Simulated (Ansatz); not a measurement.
Consider Mo in the bcc (W type) structure (space group Im-3m, No. 229; a = 3.130 Å; relaxed with 0.1 eV smearing). Axes: x, y, z lie along the cube axes.

Calculations: Kohn–Sham DFT with the PBEsol functional, run in Ansatz (an electronic-structure program) with PAW and 420 eV plane waves, spin-orbit coupling left out.

Modification: tensor shear ε_xy = +2.00 % (engineering shear γ = 0.0400); the atoms relax in the strained cell.

Question: Predict the stress tensor and what it implies for the stiffness.

Answer: Stress of the strained cell less that of the base (GPa, compression positive):
```
    0.3    -4.2     0.0
   -4.2     0.3     0.0
    0.0     0.0     0.4
```

Then −Δσ/γ with γ = 2ε = 0.0400 gives secant stiffness values (nonlinear terms included at this strain): C66 ≈ 106 GPa.

As a check, the harmonic strain energy −½ V₀ Δσ:ε is 8.1 meV/atom; the computed energy rise is 8.1 meV/atom.

Whether these cells are dynamically stable was not tested. The final runs are not spin-polarised.
